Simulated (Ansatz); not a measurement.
Start from NiO in the rock salt structure (space group Fm-3m, No. 225; ferromagnetic).

```xyz
2
Lattice="0.0000 2.0586 2.0586 2.0586 0.0000 2.0586 2.0586 2.0586 0.0000" Properties=species:S:1:pos:R:3 pbc="T T T"
O      0.0000     0.0000     0.0000
Ni     2.0586     2.0586     2.0586
```

Calculations: DFT with PBEsol, PAW potentials and a 420 eV plane-wave cutoff in Ansatz (a first-principles code), no SOC, earlier PAW set.

One change was made to it. Results:

```csv
quantity,base,after
lattice parameter a,4.117 Å,4.115 Å
magnetic state,ferromagnetic,ferromagnetic
```

Task: Which of these changes matches the shifts?
A) pressure 5 GPa
B) pressure −1 GPa
C) pressure 7.5 GPa
D) pressure −2 GPa
E) pressure 0.3 GPa

Result: E, pressure 0.3 GPa. For comparison, the lattice parameter a in the other runs: pressure −1 GPa gives 4.125 Å; pressure 7.5 GPa gives 4.063 Å; pressure 5 GPa gives 4.078 Å; pressure −2 GPa gives 4.132 Å.

Load acts through the strain it causes; cell and atoms are relaxed under it. Whether these cells are dynamically stable was not tested. No other phases were tried under pressure. No Hubbard U is applied and the magnetic state is the run's own (NiO ferromagnetic); small cells can't hold the antiferromagnetic order that many such compounds have, so gaps and moments can be off. In its common phase, real NiO is an antiferromagnetic insulator at low temperature.
